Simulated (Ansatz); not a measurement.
A computed series for MoSe2: element substitutions

Consider MoSe₂ in the 2H-MoS2 type structure (space group P6_3/mmc, No. 194; a = 3.228 Å, c = 12.347 Å; layered, stacked along the Cartesian z axis).

Each row replaces one element on all its sites; cell and atoms are relaxed.

Computed with PBEsol-D3(BJ) (Ansatz, an electronic-structure program; PAW; 420 eV plane waves; no SOC).

```
case     band gap      density
-------  --------  -----------
base      0.54 eV   7.57 g/cm³
Se → Te   0.33 eV   8.57 g/cm³
Mo → Re      zero  10.80 g/cm³
Mo → W        ___          ___
```

What belongs in the blanks?


- Mo → W, band gap: 0.68 eV
- Mo → W, density: 10.12 g/cm³

With Te and W present, leaving out spin-orbit coupling can change the band edges. Whether these cells are dynamically stable was not tested. As relaxed here, ReSe2 is a hypothetical phase, not in the database extracts checked. The final runs are not spin-polarised. ReSe2 has a high density of states at the Fermi level and may be magnetic at this level.
